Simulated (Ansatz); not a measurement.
Reference: NbB2 (P6/mmm), PBEsol, DFPT electron-phonon coupling, linearised Boltzmann equation (plane waves, PAW, scalar-relativistic; Ansatz, a first-principles code); geometry: relaxed with this functional, without spin-orbit coupling.

Space group P6/mmm (No. 191); a = b = 3.094 Å, c = 3.293 Å, α = β = 90.00°, γ = 120.00°

```json
[
 {"atom": "Nb", "site": "1a", "symmetry": "6/mmm", "x": "0.0000", "y": "0.0000", "z": "0.0000"},
 {"atom": "B", "site": "2d", "symmetry": "-6m2", "x": "0.3333", "y": "0.6667", "z": "0.5000"}
]
```

| Item | Result |
|---|---|
| resistivity at 300 K | 8.8 μΩ·cm |

Task: Replace Nb by Zr on the same sites and relax. What happens?

Result: ZrB2 (P6/mmm): volume per atom 9.1 to 10.1 Å³; resistivity at 300 K falls (8.8 μΩ·cm to 4.8 μΩ·cm).

Task: Swap Nb for Mg, keeping the structure type. How do these values move?

Result: MgB₂ (P6/mmm): volume per atom 9.1 to 9.5 Å³; resistivity at 300 K falls (8.8 μΩ·cm to 5.8 μΩ·cm).

Task: Replace Nb by Ti on the same sites and relax. What happens?

Result: TiB₂ (P6/mmm): volume per atom 9.1 to 8.4 Å³; resistivity at 300 K falls (8.8 μΩ·cm to 6.4 μΩ·cm).

Moves up to 15 % count as about the same. Metals; harmonic phonons alone scatter; means over directions. Halving the electron mesh moves these values by up to 10 %; q meshes are mostly untested. Spin-orbit coupling is left out.
